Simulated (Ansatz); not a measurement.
**BeSe: response to strain**

The reference is BeSe in the zinc blende structure (space group F-43m, No. 216).

```
BeSe
1.0
    0.00000     2.54081     2.54081
    2.54081     0.00000     2.54081
    2.54081     2.54081     0.00000
Be Se
1 1
Direct
  0.00000   0.00000   0.00000
  0.25000   0.25000   0.25000
```

Cartesian axes are those of the cell as printed.

Strains are applied to the cell and any free atomic positions relax; under biaxial strain the out-of-plane vector relaxes too.

All numbers come from plane-wave PAW DFT at the LDA level (Ansatz, a program for electronic structure, 420 eV), scalar-relativistic without spin-orbit coupling.

Candidates:
(a) biaxial strain +1.50 %, plane normal [001], relaxed out of plane
(b) biaxial strain −2.00 %, plane normal [001], relaxed out of plane
(c) biaxial strain +3.00 %, plane normal [001], relaxed out of plane
(d) biaxial strain +2.00 %, plane normal [001], relaxed out of plane
(e) biaxial strain −0.50 %, plane normal [001], relaxed out of plane

Base values:

Band gap: 2.40 eV

Problem. Order them by band gap, highest first.

Solution. (e) biaxial strain −0.50 %, plane normal [001], relaxed out of plane (2.35 eV), (a) biaxial strain +1.50 %, plane normal [001], relaxed out of plane (2.22 eV), (b) biaxial strain −2.00 %, plane normal [001], relaxed out of plane (2.19 eV), (d) biaxial strain +2.00 %, plane normal [001], relaxed out of plane (2.16 eV), (c) biaxial strain +3.00 %, plane normal [001], relaxed out of plane (2.06 eV)

Stability against distortions was not tested.
